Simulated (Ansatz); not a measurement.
We consider GaP (model structure, started from the BN type, Pm-3n, No. 223, 12 atoms in the cell), described by r²SCAN+SOC in Ansatz (plane waves, PAW).

Numerical settings: plane-wave cutoff 560 eV, 4×4×4 k mesh, Fermi–Dirac smearing 0.01 eV, PAW data made under PBE.

Cell (relaxed with PBEsol):

```cif
data_Ga6P6
_chemical_formula_sum 'Ga6 P6'
_space_group_name_H-M_alt 'P 1'
_space_group_IT_number 1
_cell_length_a 6.70601
_cell_length_b 6.70601
_cell_length_c 6.70601
_cell_angle_alpha 90.000
_cell_angle_beta 90.000
_cell_angle_gamma 90.000
loop_
_space_group_symop_operation_xyz
  'x, y, z'
loop_
_atom_site_label
_atom_site_type_symbol
_atom_site_fract_x
_atom_site_fract_y
_atom_site_fract_z
_atom_site_occupancy
Ga1 Ga 0.25000 0.00000 0.50000 1
Ga2 Ga 0.50000 0.25000 0.00000 1
Ga3 Ga 0.50000 0.75000 0.00000 1
Ga4 Ga 0.75000 0.00000 0.50000 1
Ga5 Ga 0.00000 0.50000 0.75000 1
Ga6 Ga 0.00000 0.50000 0.25000 1
P1 P 0.25000 0.50000 0.00000 1
P2 P 0.00000 0.25000 0.50000 1
P3 P 0.00000 0.75000 0.50000 1
P4 P 0.75000 0.50000 0.00000 1
P5 P 0.50000 0.00000 0.75000 1
P6 P 0.50000 0.00000 0.25000 1
```

What does this level give for the band gap, smallest direct gap on the k points sampled and Γ–Γ gap?


- band gap = 1.09 eV (indirect)
- smallest direct gap on the k points sampled = 1.27 eV
- Γ–Γ gap = 1.31 eV

Note: the relaxation could raise the start's symmetry but not lower it, so the cell can be a saddle point; cell and atoms aren't relaxed at this level (pressure 0.3 GPa).

Computed values are for the static lattice.

The result took around 5 core-minutes (rough).

A model structure was made by putting elements into a prototype or built by hand; it is no filed structure, need not be a known phase, and can be a saddle point held by its symmetry.

Ansatz is a quantum-chemistry and plane-wave program.
